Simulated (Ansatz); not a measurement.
**Cr2CuTe4 under a change: isotropic strain −5.89 %**

The reference is Cr2CuTe4 in the spinel structure (space group Fd-3m, No. 227; a = 11.000 Å; ferromagnetic; a cell from a computed database, its experimental status unchecked).

It is then changed as follows: every lattice vector is shortened by 5.89 %; the atoms relax in the strained cell.

The values are results of plane-wave PAW DFT at the PBEsol level (Ansatz, an electronic-structure program, 420 eV), no spin-orbit coupling, not measurements. k-mesh 6×6×6 (Γ-centred); smearing 0.05 eV (Fermi–Dirac).

The volume per atom shrinks by 3.96 Å³ (23.77 Å³ → 19.81 Å³) and the space group remains Fd-3m (No. 227). The energy grows by 196 meV/atom and the pressure goes from zero to 18.7 GPa. The band gap remains zero and the magnetic state is still ferromagnetic. The largest site moment falls by 0.403 μB, from 2.77 μB to 2.36 μB.

Final structure:

```yaml
crystal:
  lattice:
    - [0.00000, 5.17618, 5.17618]
    - [5.17618, 0.00000, 5.17618]
    - [5.17618, 5.17618, 0.00000]
  atoms:
    - { symbol: Cr, position: [0.12500, 0.12500, 0.12500] }
    - { symbol: Cr, position: [0.62500, 0.12500, 0.12500] }
    - { symbol: Cr, position: [0.12500, 0.12500, 0.62500] }
    - { symbol: Cr, position: [0.12500, 0.62500, 0.12500] }
    - { symbol: Cu, position: [0.50000, 0.50000, 0.50000] }
    - { symbol: Cu, position: [0.75000, 0.75000, 0.75000] }
    - { symbol: Te, position: [0.88023, 0.88023, 0.88023] }
    - { symbol: Te, position: [0.89068, 0.36977, 0.36977] }
    - { symbol: Te, position: [0.88023, 0.88023, 0.35932] }
    - { symbol: Te, position: [0.36977, 0.89068, 0.36977] }
    - { symbol: Te, position: [0.35932, 0.88023, 0.88023] }
    - { symbol: Te, position: [0.36977, 0.36977, 0.36977] }
    - { symbol: Te, position: [0.88023, 0.35932, 0.88023] }
    - { symbol: Te, position: [0.36977, 0.36977, 0.89068] }
```

Other magnetic orders, which the real material may have, were not ruled out. Stability against distortions was not tested.
